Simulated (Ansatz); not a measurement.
Input and output of a dielectric-response calculation for Sr₄P₂O (I4/mmm, 7 atoms in the cell) (Ansatz, a program for electronic structure).

Method: LDA (PW92), default PAW files made with PBE (plane waves; Ansatz).

```xyz
7
Lattice="-2.4192 2.4192 8.0377 2.4192 -2.4192 8.0377 2.4192 2.4192 -8.0377" Properties=species:S:1:pos:R:3 pbc="T T T"
Sr     0.0000     0.0000    10.8518
Sr     0.0000     0.0000     5.2235
Sr     0.0000     2.4192     0.0000
Sr     2.4192     0.0000     0.0000
P      0.0000     0.0000    13.9042
P      0.0000     0.0000     2.1711
O      0.0000     0.0000     8.0377
```

Reference input (self-consistent single point, DFT, LDA (PW92), plane waves, default PAW files made with PBE): basis.ecutwfc = 420 eV; kpoints.mp_grid.grid = 7 7 7; hamiltonian.xc = lda; hamiltonian.pseudopotentials = {kind: paw} (the program's default PAW files); scf.occupations.method = fixed. This run's input differs from it in these lines:

Ansatz 0.2 input:
```diff
@@ -16,3 +16,3 @@
 kpoints:
-  mp_grid: { grid: [7, 7, 7] }
+  mp_grid: { grid: [6, 6, 6], shift: [0.5, 0.5, 0.5] }
 hamiltonian:
@@ -22,6 +22,4 @@
   occupations: { method: fixed }
-output:
-  forces: true
-  eigenvalues: true
-  stress: true
+dielectric:
+  field_mesh: kpoints
```

Log, with long lists cut:

```
SCF iter   1: F=—  HF=-15793.295499 eV  |F-HF|=—  |Δ(HF+E_count)|=         —  Δρ=8.77e-3  dr2=1.51e-1  ethr=1.77e-3  ⟨swp⟩=7.8  Hψ=11341  notcnv=0  defer=304
all-band conjugate gradients solve this SCF's bands
preconditioner: auto → Resta (q_TF=auto, 2.229 Å⁻¹)
SCF iter   2: F=—  HF=-15793.270373 eV  |F-HF|=—  |Δ(HF+E_count)|=   2.51e-2  Δρ=5.28e-3  dr2=3.36e-2  ethr=2.70e-4  ⟨swp⟩=3.0  Hψ=4678  notcnv=0  defer=321
   [... lines left out ...]
SCF iter   7: F=—  HF=-15793.262831 eV  |F-HF|=—  |Δ(HF+E_count)|=   1.73e-9  Δρ=2.37e-6  dr2=2.22e-8  ethr=7.42e-10  ⟨swp⟩=2.2  Hψ=2995  notcnv=0  defer=316
SCF iter   8: F=—  HF=-15793.262831 eV  |F-HF|=—  |Δ(HF+E_count)|=   1.27e-9  Δρ=8.11e-7  dr2=2.86e-9  ethr=3.96e-11  ⟨swp⟩=3.7  Hψ=4475  notcnv=0  defer=304
SCF iter   9: F=—  HF=-15793.262831 eV  |F-HF|=—  |Δ(HF+E_count)|=  3.15e-10  Δρ=2.51e-7  dr2=2.41e-10  ethr=5.11e-12  ⟨swp⟩=2.0  Hψ=2955  notcnv=0  defer=302
SCF iter  10: F=-15793.262831 eV  HF=-15793.262831 eV  |F-HF|=0.00e0  |Δ(HF+E_count)|=  3.27e-11  Δρ=6.26e-8  dr2=1.18e-11  ethr=1.00e-12  ⟨swp⟩=17.6  Hψ=13427  notcnv=0
SCF 1 converged in 10 iterations: F = -15793.262831 eV  dr2 = 1.18e-11
DFPT response loops at Γ: preconditioner auto → Resta (q_TF=auto, 2.229 Å⁻¹)  ε∞=7.1 (no band partly filled) …
   [... lines left out ...]
WARN: field response: the 6×6×6 k-mesh looks too coarse for the field response at k = (0.4167, 0.4167, -0.4167), direct gap 1.210 eV …
Free energy (F): -15793.262831 eV
Fermi energy:    6.690419 eV
   [... lines left out ...]
         0.00000   -3.33780    0.00000
         0.00000    0.00000   -3.22192
    site 6:
        -3.26478   -0.00000   -0.00000
         0.00000   -3.26478    0.00000
         0.00000   -0.00000   -2.71034
  Z* charge neutrality: 4.128e-5 e pre-enforcement
  k-mesh period / interband length: 29.0 Å / 3.00 Å = 9.69 at k = (0.4167, 0.4167, -0.4167), direct gap 1.210 eV — UNDER 14: by this measure the k-mesh is too coarse for the response
```

The run converged in 10 iterations. 

Summary of the result:
```
Property                                                                                                                                          Value
----------------------------------------------------------------------------------------  -------------------------------------------------------------
Free energy E − TS (on the zero of these files)                                                                                          -15793.2628 eV
Top of the valence band (on the code's own zero)                                                                                                6.69 eV
Gap on the k-point mesh                                                                                                                         1.19 eV
ε∞ at this k-point mesh, which may be far from converged in small-gap cells (xx, yy, zz)                                               7.65, 7.65, 7.11
Born charges at this mesh (mean of the diagonal, e)                                       Sr 2.42, Sr 2.42, Sr 2.42, Sr 2.42, P -3.30, P -3.30, O -3.08
```

The starting cell comes from a database of computed structures (which also holds hypothetical and non-ambient phases and stackings), without a prior relaxation at this level. Its lattice was rescaled by up to half a per cent. The shifted mesh does not hold Γ, so a gap read on it misses any band edge there.

Cost on one core of a shared machine: roughly 6 min.
